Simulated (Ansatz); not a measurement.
## What O → F does to BaTiO3

Base system: BaTiO$_{3}$ in the cubic perovskite structure (space group Pm-3m, No. 221; a = 3.994 Å).

Perturbation: F takes the place of O on all its sites; the structure is relaxed again.

Level of theory: r2SCAN in Ansatz (plane waves to 500 eV, PAW, spin-orbit coupling left out), earlier PAW set. Settings: 11×11×11 k-points, 0.05 eV Fermi–Dirac smearing, for the changed cell.

```tsv
quantity	base	changed	shift
density	6.08 g/cm³	5.05 g/cm³	-1.03 g/cm³
lattice parameter a	3.994 Å	4.303 Å	+0.309 Å
space group	Pm-3m (No. 221)	Pm-3m (No. 221)	–
shortest interatomic distance	1.997 Å	2.152 Å	+0.155 Å
band gap	2.18 eV	zero	–
magnetic state	not spin-polarised	ferromagnetic	–
largest site moment	0.00 μB	1.60 μB	+1.60 μB
```

Other magnetic orders, which the real material may have, were not ruled out. Stability against distortions was not tested. As relaxed here, BaTiF3 is a hypothetical phase, not in the database extracts checked. No Hubbard U is applied, and correlation can decide whether such a compound is a metal. Spin-polarised in the final run: BaTiF3; the other runs are not. Many cubic perovskites are stable only at high temperature; tilts and polar distortions were not tested. This is not the structure that BaTiO3 has at room temperature and ambient pressure.

Ansatz is a quantum-chemistry and plane-wave program.
